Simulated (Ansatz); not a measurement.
We consider 1T (CdI2-type) MgI2, described by LDA (PAW; Ansatz, a program for electronic structure).

Run with plane-wave cutoff 520 eV, 12×12×6 k mesh (along the axes of the cell as run), perturbation theory, scalar-relativistic PAW data made under PBE.

Cell (measured lattice):

```cif
data_I2Mg
_chemical_formula_sum 'Mg1 I2'
_space_group_name_H-M_alt 'P 1'
_space_group_IT_number 1
_cell_length_a 4.15370
_cell_length_b 4.15370
_cell_length_c 6.86200
_cell_angle_alpha 90.000
_cell_angle_beta 90.000
_cell_angle_gamma 120.000
loop_
_space_group_symop_operation_xyz
  'x, y, z'
loop_
_atom_site_label
_atom_site_type_symbol
_atom_site_fract_x
_atom_site_fract_y
_atom_site_fract_z
_atom_site_occupancy
Mg1 Mg 0.00000 0.00000 0.00000 1
I1 I 0.66667 0.33333 0.76129 1
I2 I 0.33333 0.66667 0.23871 1
```

Problem. Give the computed electronic dielectric constant ε∞ (mean over three axes) and static dielectric constant (mean over three axes).

Solution. 
* **electronic dielectric constant ε∞ (mean over three axes)**: 4.33
* **static dielectric constant (mean over three axes)**: 7.63

Note: the cell isn't this level's own, so it is under some stress, which shifts stiffness and frequencies.

Spin–orbit coupling is not included.

The result took about 18 core-minutes (a rough figure).
